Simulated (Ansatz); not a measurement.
Base system: ZnS in the zinc blende structure (space group F-43m, No. 216; a = 5.3891 Å).

One thing is altered: Se replaces 75.0 % of the S, ordered in a cell of 8 atoms (starting symmetry Amm2) and fully relaxed.

The other end (x = 1) is ZnSe in the zinc blende structure (space group F-43m, No. 216): 22.73 Å³/atom, gap 1.87 eV.

Levels (all Ansatz, a program for electronic structure, PAW): r2SCAN (500 eV, spin-orbit coupling left out); HSE06 (420 eV, no spin-orbit coupling).

The geometry is relaxed with r2SCAN.

* **r2SCAN band gap**: 1.94 eV

Problem. How does going to HSE06 change the band gap?

Solution. The band gap goes up by 0.57 eV (1.94 eV → 2.51 eV).

Single points use the geometry relaxed with r2SCAN. These are small ordered cells, not random alloys; other orderings at the same x differ. Whether these cells are dynamically stable was not tested.
